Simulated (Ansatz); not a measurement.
The parent structure is Au in the fcc (Cu type) structure (space group Fm-3m, No. 225; a = 4.083 Å).

All numbers come from Kohn–Sham DFT with the PBEsol functional, run in Ansatz (an electronic-structure program) with PAW and 420 eV plane waves, spin-orbit coupling left out.

Before the change:

- Lattice parameter a: 4.083 Å

Now apply this change: a hydrostatic pressure of 18 GPa.

**Question.** What does the calculation give for the lattice parameter a after the change?

**Answer.** The lattice parameter a decreases by 0.110 Å, from 4.083 Å to 3.973 Å.

Load acts through the strain it causes; cell and atoms are relaxed under it. No phonon test of stability was made. No other phases were tried under pressure.
